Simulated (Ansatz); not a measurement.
Consider a periodic stack without vacuum, fluorite-type CoSi2 (0 0 1) on Si0.5Ge0.5, ordered in pairs of (001) planes (0 0 1), B on 2 of 2 substrate sites at each interface (film strained to the substrate, faces as cut): substrate slab B4Ge8Si8, film Co8Si16, surface cells [[-2, 0], [-1, -1]] and [[-2, 0], [-1, -1]], film strained by +4.4 and +4.6 %, faces Ge/Ge and Si/Co as cut (like faces can put a slab off its formula). Its start:

```xyz
44
Lattice="7.9266 0.0000 -0.1206 0.0000 3.9578 -0.0111 2.5482 0.2596 22.8738" Properties=species:S:1:pos:R:3 pbc="T T T"
B      4.2463     3.6890     0.4368
B      8.2096     3.6890     0.3765
Ge     3.4356     1.7227     1.1436
Ge     7.3989     1.7227     1.0833
Ge     3.6196     3.9516     5.3526
Ge     7.5829     3.9516     5.2923
Ge     3.7906     1.9777     6.8630
Ge     7.7539     1.9777     6.8027
Ge     3.8686     3.9752    11.0647
Ge     7.8319     3.9752    11.0045
B      3.9885     1.9945    11.8350
B      7.9518     1.9945    11.7747
Si     5.4751     1.9748     2.6284
Si     1.5118     1.9748     2.6887
Si     1.6082     3.9531     3.9834
Si     5.5715     3.9531     3.9231
Si     5.7995     1.9884     8.2489
Si     1.8363     1.9884     8.3092
Si     1.8700     3.9717     9.6191
Si     5.8333     3.9717     9.5588
Co     8.6544     3.9099    17.4447
Co     4.6911     3.9099    17.5050
Co     2.7084     1.8945    14.9535
Co     6.6717     1.8945    14.8932
Co     8.8097     3.9484    22.6744
Co     4.8464     3.9484    22.7347
Co     2.7571     1.9639    20.0670
Co     6.7204     1.9639    20.0067
Si     6.6238     3.9038    16.2215
Si     2.6606     3.9038    16.2818
Si     8.5774     1.9266    16.2178
Si     4.6141     1.9266    16.2781
Si     8.6278     2.0275    13.6497
Si     4.6646     2.0275    13.7100
Si     6.3634     3.9021    13.7358
Si     2.4001     3.9021    13.7961
Si     6.8120     3.9429    21.2525
Si     2.8487     3.9430    21.3128
Si     8.6952     1.9738    21.2937
Si     4.7320     1.9739    21.3540
Si     8.6826     1.9383    18.7511
Si     4.7193     1.9382    18.8114
Si     6.6603     3.9214    18.7191
Si     2.6971     3.9214    18.7794
```

The start was prepared with a machine-learned potential, and the result is one local minimum, with the in-plane cell held and forces under 0.04 eV/Å; the film can end far from its bulk form.

Level of theory: PBE (plane waves to 420 eV, PAW; Ansatz, a quantum-chemistry and plane-wave program). No spin–orbit coupling; the runs are not spin-polarised; PBE gaps are too small against experiment. Its k-point mesh 4×7×1, Fermi–Dirac width 0.05 eV.

Task: Predict the relaxed interface.

Result: 
| Property | Value |
|---|---|
| interface area | 31.4 Å² |
| period | 22.54 Å |
| gaps between the outermost planes at the two interfaces | 1.11 and 0.61 Å |
| B–Co contacts across the interfaces within 1.22 times the sum of covalent radii | 6, mean 2.15 Å |
| B–Si contacts across the interfaces within 1.22 times the sum of covalent radii | 6, mean 2.04 Å |
| Co–Ge contacts across the interfaces within 1.22 times the sum of covalent radii | 4, mean 2.54 Å |
| Ge–Si contacts across the interfaces within 1.22 times the sum of covalent radii | 2, mean 2.58 Å |
